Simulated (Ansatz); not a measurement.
**MgTe (P6_3mc): band-edge transport data**

Input:

```
CELL_PARAMETERS angstrom
      4.56100     0.00000     0.00000
     -2.28050     3.94994     0.00000
      0.00000     0.00000     7.41100
ATOMIC_POSITIONS crystal
  Mg 0.33333 0.66667 0.99658
  Mg 0.66667 0.33333 0.49658
  Te 0.33333 0.66667 0.37342
  Te 0.66667 0.33333 0.87342
```

Computed with PBEsol with spin-orbit coupling, rigid bands (plane waves, PAW; Ansatz, an electronic-structure program). Geometry: cell and atoms relaxed with PBEsol.

The band gap is 2.13 eV. The electron conductivity mass (300 K, dilute) is 0.180 (x), 0.180 (y), 0.161 (z) mₑ. The hole conductivity mass (300 K, dilute) is 1.34 (x), 1.34 (y), 0.89 (z) mₑ and the effective density of states N_c (300 K) is 1.8e18 cm⁻³. The effective density of states N_v (300 K) is 4.3e19 cm⁻³, the density-of-states mass, electrons is 0.174 mₑ and the density-of-states mass, holes is 1.44 mₑ. The Seebeck coefficient, n-type 1e19 cm⁻³, 300 K comes out as -102 μV/K. The Seebeck coefficient, p-type 1e19 cm⁻³, 300 K comes out as 356 μV/K and the best p-type power factor at 300 K for τ = 10 fs (best axis; densities from 1e16 to 1e21 cm⁻³ tried, whether or not they can be reached) is 7.8 μW/(cm·K²) at 1e20 cm⁻³.

Rigid bands; masses and Seebeck coefficients take one relaxation time τ for all states and one kind of carrier; polarons and phonon drag are left out.
